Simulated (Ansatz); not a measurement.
```xyz
12
Lattice="15.0000 0.0000 0.0000 0.0000 14.5000 0.0000 0.0000 0.0000 3.9480" Properties=species:S:1:pos:R:3 pbc="T T T"
Mg     9.4905     7.2500     0.0000
O      8.5432     9.0568     0.0000
Mg     6.5047     8.9738     0.0000
O      5.4137     7.2500     0.0000
Mg     6.5047     5.5262     0.0000
O      8.5432     5.4432     0.0000
O      9.5863     7.2500     1.9740
Mg     8.4953     8.9738     1.9740
O      6.4568     9.0568     1.9740
Mg     5.5095     7.2500     1.9740
O      6.4568     5.4432     1.9740
Mg     8.4953     5.5262     1.9740
```

Computed with PBE (plane waves to 420 eV, PAW; Ansatz, a first-principles code). Mesh 1×1×8. No spin polarisation. One-dimensional cell, images about 11 Å apart. A hypothetical model. Only distortions within the start's symmetry and period were free.

Tabulate the two highest filled and two lowest empty levels along the axis, from the valence top.


```json
[
 {"k (2π/c)": "0.000", "v2 (eV)": "-0.38", "v1 (eV)": "0.00", "c1 (eV)": "3.21", "c2 (eV)": "–"},
 {"k (2π/c)": "0.042", "v2 (eV)": "-0.40", "v1 (eV)": "-0.01", "c1 (eV)": "3.23", "c2 (eV)": "–"},
 {"k (2π/c)": "0.083", "v2 (eV)": "-0.46", "v1 (eV)": "-0.05", "c1 (eV)": "3.32", "c2 (eV)": "–"},
 {"k (2π/c)": "0.125", "v2 (eV)": "-0.48", "v1 (eV)": "-0.12", "c1 (eV)": "3.46", "c2 (eV)": "–"},
 {"k (2π/c)": "0.167", "v2 (eV)": "-0.39", "v1 (eV)": "-0.20", "c1 (eV)": "3.63", "c2 (eV)": "–"},
 {"k (2π/c)": "0.208", "v2 (eV)": "-0.31", "v1 (eV)": "-0.31", "c1 (eV)": "3.85", "c2 (eV)": "–"},
 {"k (2π/c)": "0.250", "v2 (eV)": "-0.25", "v1 (eV)": "-0.25", "c1 (eV)": "4.09", "c2 (eV)": "–"},
 {"k (2π/c)": "0.292", "v2 (eV)": "-0.22", "v1 (eV)": "-0.22", "c1 (eV)": "–", "c2 (eV)": "–"},
 {"k (2π/c)": "0.333", "v2 (eV)": "-0.22", "v1 (eV)": "-0.22", "c1 (eV)": "–", "c2 (eV)": "–"},
 {"k (2π/c)": "0.375", "v2 (eV)": "-0.24", "v1 (eV)": "-0.24", "c1 (eV)": "–", "c2 (eV)": "–"},
 {"k (2π/c)": "0.417", "v2 (eV)": "-0.27", "v1 (eV)": "-0.27", "c1 (eV)": "–", "c2 (eV)": "–"},
 {"k (2π/c)": "0.458", "v2 (eV)": "-0.32", "v1 (eV)": "-0.32", "c1 (eV)": "–", "c2 (eV)": "–"},
 {"k (2π/c)": "0.500", "v2 (eV)": "-0.37", "v1 (eV)": "-0.37", "c1 (eV)": "–", "c2 (eV)": "–"}
]
```
A dash stands for levels within 1 eV of the vacuum level or above it.
